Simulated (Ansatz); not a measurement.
The starting structures come from a database of crystals and need not be the phases stable at ambient conditions.

By PBEsol, the system below comes out a metal.

The ballistic (Sharvin) conductance counts the channels at the Fermi level: G/A = (e²/h) × channels of both spins per area.

```
VGe2
1.0
    4.77423     0.00000     0.00000
   -2.38712     4.13460     0.00000
    0.00000     0.00000     6.58402
V Ge
3 6
Direct
  0.00000   0.50000   0.00000
  0.50000   0.00000   0.33333
  0.50000   0.50000   0.66667
  0.33212   0.16606   0.00000
  0.16606   0.33212   0.33333
  0.83394   0.16606   0.66667
  0.66788   0.83394   0.00000
  0.83394   0.66788   0.33333
  0.16606   0.83394   0.66667
```

Space group of this cell: P6_222. The cell is taken as given; by PBEsol its mean pressure is -2.3 GPa.

The current flows along the normal of the first two printed cell vectors, the (001) plane of the conventional cell. No spin-orbit coupling; the value is a mean over 0.1 eV about the Fermi level.

Task: State the ballistic conductance per area according to PBEsol (Ansatz, an electronic-structure program).

Result: 0.45 × 10¹⁵ S/m² for both spins.
